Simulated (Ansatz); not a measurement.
An Ansatz (an electronic-structure program) run: Al2O3 with a change (tensor shear ε_xz = +0.80 %); DFT with PBEsol, PAW potentials and a 420 eV plane-wave cutoff in Ansatz, no spin-orbit coupling.

Input:

Ansatz 0.2 input:
```yaml
crystal:
  lattice:
    - [2.4215941277, 1.3780706417, 4.357315097]
    - [-2.3521826079, 1.3780706417, 4.3191248832]
    - [0.0347057599, -2.7561412834, 4.3382199901]
  atoms:
    - { symbol: Al, position: [0.6479215754, 0.6479215754, 0.6479215754] }
    - { symbol: Al, position: [0.1479215754, 0.1479215754, 0.1479215754] }
    - { symbol: Al, position: [0.3520784246, 0.3520784246, 0.3520784246] }
    - { symbol: Al, position: [0.8520784246, 0.8520784246, 0.8520784246] }
    - { symbol: O, position: [0.75, 0.4441385159, 0.0558614841] }
    - { symbol: O, position: [0.0558614841, 0.75, 0.4441385159] }
    - { symbol: O, position: [0.25, 0.5558614841, 0.9441385159] }
    - { symbol: O, position: [0.5558614841, 0.9441385159, 0.25] }
    - { symbol: O, position: [0.9441385159, 0.25, 0.5558614841] }
    - { symbol: O, position: [0.4441385159, 0.0558614841, 0.75] }
basis: { ecutwfc: 420, ecutrho_ratio: 4, xc_grid: 2, fft_grid_basis: typed }
kpoints: { mp_grid: { grid: [8, 8, 8] } }
hamiltonian:
  xc: pbesol
  dispersion: none
  pseudopotentials: { kind: paw }
scf: { occupations: { method: fermi_dirac, width: 0.05 }, convergence: { dr2_threshold: 0.000000001 } }
relax: { f_tol: 0.005, max_steps: 50 }
output: { forces: true, stress: true }
checkpoint: { write: state.ck, write_every: 1000 }
```

Output (explanatory and most iteration lines left out):

```
Relaxation: its limit of steps is 50 (relax.max_steps)
Pseudopotential: Al, paw, valence charge 3
Pseudopotential: O, paw, valence charge 6
Crystal: 10 atoms, lattice volume = 85.613 Å³
Basis set: ecut = 420 eV, 1663 PW (Γ), exchange–correlation on 72×72×72 points (8 copies of the dense FFT grid, shifted against one another)
Bands: 34, of which v1, the nominal top of the filled ones, is band 24 counted from 1 (23 counted from 0)
Symmetry: 2 space group operations
Space group: P-1 (ITA 2), of the structure as read, at distance tolerance 4.4e-5 Å
k-points: 260 of 512
Functional: x = pbesol(κ = 0.804, μ = 0.12345679012345678), c = pbesol(β = 0.046)
SCF iter   1: F=—  HF=-5478.888610 eV  |F-HF|=—  |Δ(HF+E_count)|=         —  Δρ=1.62e-2  dr2=1.69e-1  ethr=1.77e-3  ⟨swp⟩=7.7  Hψ=47923  notcnv=0  defer=166
SCF iter   2: F=—  HF=-5478.837286 eV  |F-HF|=—  |Δ(HF+E_count)|=   5.13e-2  Δρ=2.06e-3  dr2=1.59e-3  ethr=3.52e-4  ⟨swp⟩=2.5  Hψ=17338  notcnv=0  defer=1006
SCF 1 converged in 8 iterations: F = -5478.837576 eV  dr2 = 2.97e-10
relax step   1: F+E_penalty+E_count = -5478.83757634 eV  Δ(F+E_penalty+E_count) = +0.000e0 eV  max|allowed force component| = 9.383e-2 eV/Å  Δτ_max = 0.0000 Å  (8 SCF iters, accepted)
Crystal: 10 atoms, lattice volume = 85.613 Å³
SCF iter   1: F=—  HF=-5478.838067 eV  |F-HF|=—  |Δ(HF+E_count)|=         —  Δρ=1.97e-4  dr2=3.31e-5  ethr=6.61e-8  ⟨swp⟩=2.7  Hψ=28197  notcnv=0  defer=1005
SCF iter   2: F=—  HF=-5478.838068 eV  |F-HF|=—  |Δ(HF+E_count)|=   1.23e-6  Δρ=8.78e-5  dr2=8.16e-6  ethr=6.61e-8  ⟨swp⟩=2.0  Hψ=12515  notcnv=0  defer=1005
SCF 2 converged in 6 iterations: F = -5478.838065 eV  dr2 = 2.10e-10
relax step   2: F+E_penalty+E_count = -5478.83806485 eV  Δ(F+E_penalty+E_count) = -4.885e-4 eV  max|allowed force component| = 6.694e-2 eV/Å  Δτ_max = 0.0013 Å  (6 SCF iters, accepted)
Crystal: 10 atoms, lattice volume = 85.613 Å³
SCF iter   1: F=—  HF=-5478.838518 eV  |F-HF|=—  |Δ(HF+E_count)|=         —  Δρ=3.22e-4  dr2=9.96e-5  ethr=1.77e-6  ⟨swp⟩=2.1  Hψ=20862  notcnv=0  defer=1004
SCF iter   2: F=—  HF=-5478.838498 eV  |F-HF|=—  |Δ(HF+E_count)|=   1.99e-5  Δρ=1.37e-4  dr2=2.17e-5  ethr=2.08e-7  ⟨swp⟩=2.0  Hψ=15483  notcnv=0  defer=1004
SCF 3 converged in 6 iterations: F = -5478.838490 eV  dr2 = 2.50e-10
relax step   3: F+E_penalty+E_count = -5478.83848999 eV  Δ(F+E_penalty+E_count) = -4.251e-4 eV  max|allowed force component| = 1.183e-2 eV/Å  Δτ_max = 0.0023 Å  (6 SCF iters, accepted)
Crystal: 10 atoms, lattice volume = 85.613 Å³
SCF iter   1: F=—  HF=-5478.838512 eV  |F-HF|=—  |Δ(HF+E_count)|=         —  Δρ=1.89e-4  dr2=2.89e-5  ethr=8.75e-7  ⟨swp⟩=2.0  Hψ=18623  notcnv=0  defer=1004
SCF iter   2: F=—  HF=-5478.838513 eV  |F-HF|=—  |Δ(HF+E_count)|=   1.12e-6  Δρ=1.03e-4  dr2=8.45e-6  ethr=6.01e-8  ⟨swp⟩=1.0  Hψ=10920  notcnv=0  defer=1004
SCF 4 converged in 5 iterations: F = -5478.838511 eV  dr2 = 9.10e-10
relax step   4: F+E_penalty+E_count = -5478.83851079 eV  Δ(F+E_penalty+E_count) = -2.080e-5 eV  max|allowed force component| = 5.769e-3 eV/Å  Δτ_max = 0.0018 Å  (5 SCF iters, accepted)
Crystal: 10 atoms, lattice volume = 85.613 Å³
SCF iter   1: F=—  HF=-5478.838517 eV  |F-HF|=—  |Δ(HF+E_count)|=         —  Δρ=8.49e-5  dr2=5.43e-6  ethr=1.51e-7  ⟨swp⟩=2.0  Hψ=19094  notcnv=0  defer=1004
SCF iter   2: F=—  HF=-5478.838526 eV  |F-HF|=—  |Δ(HF+E_count)|=   8.67e-6  Δρ=4.65e-5  dr2=1.64e-6  ethr=1.13e-8  ⟨swp⟩=1.0  Hψ=10920  notcnv=0  defer=1004
SCF 5 converged in 5 iterations: F = -5478.838525 eV  dr2 = 1.17e-10
relax step   5: F+E_penalty+E_count = -5478.83852484 eV  Δ(F+E_penalty+E_count) = -1.405e-5 eV  max|allowed force component| = 7.167e-5 eV/Å  Δτ_max = 0.0009 Å  (5 SCF iters, accepted)
SCF converged after 5 iterations
Free energy (F): -5478.838525 eV
Internal energy: -5478.838525 eV  (E = F + TS)
E sigma→0 (E₀):  -5478.838525 eV
Fermi energy:    10.643221 eV
--- Forces (eV/Å), atoms counted from 1 ---
  atom   1  Al     0.00000592    -0.00000138    -0.00000783
  atom   2  Al    -0.00006844     0.00002580    -0.00001050
  atom   3  Al    -0.00000592     0.00000138     0.00000783
  atom   4  Al     0.00006844    -0.00002580     0.00001050
  atom   5  O      0.00001003     0.00005259    -0.00001534
  atom   6  O      0.00002447     0.00007167    -0.00006933
  atom   7  O     -0.00001003    -0.00005259     0.00001534
  atom   8  O     -0.00001649    -0.00004908    -0.00005769
  atom   9  O     -0.00002447    -0.00007167     0.00006933
  atom  10  O      0.00001649     0.00004908     0.00005769
--- Stress (GPa, compression-positive) ---
        0.079164      -0.297323      -2.262679
       -0.297321       0.038422      -0.009338
       -2.262681      -0.009357       0.080210
  P = ⅓ Tr σ = 0.0659 GPa (0.659 kbar)
--- Relaxed structure (5 steps of the walk, 5 accepted, 0 SCFs on fresh bases) ---
  atoms:
    - { symbol: Al, position: [0.6470700871089107, 0.6486655509783953, 0.6479847462378822] }
    - { symbol: Al, position: [0.14710536091697335, 0.14877401585911199, 0.14783982212573898] }
    - { symbol: Al, position: [0.3529299128910895, 0.35133444902160477, 0.3520152537621179] }
    - { symbol: Al, position: [0.8528946390830265, 0.851225984140888, 0.8521601778742609] }
    - { symbol: O, position: [0.7502161838497392, 0.44384534697830513, 0.05595293503573984] }
    - { symbol: O, position: [0.05559459366023084, 0.7502110562750246, 0.44424744889237683] }
    - { symbol: O, position: [0.24978381615026085, 0.556154653021695, 0.94404706496426] }
    - { symbol: O, position: [0.5557505562206222, 0.9438915653908369, 0.2504268861206274] }
    - { symbol: O, position: [0.9444054063397692, 0.24978894372497545, 0.5557525511076231] }
    - { symbol: O, position: [0.44424944377937786, 0.056108434609163094, 0.7495731138793726] }
```

The cells carry an imposed strain or load. Stability against distortions was not tested. The cell was made from Al₂O₃ in the corundum structure (space group R-3c, No. 167) by this change: tensor shear ε_xz = +0.80 %.
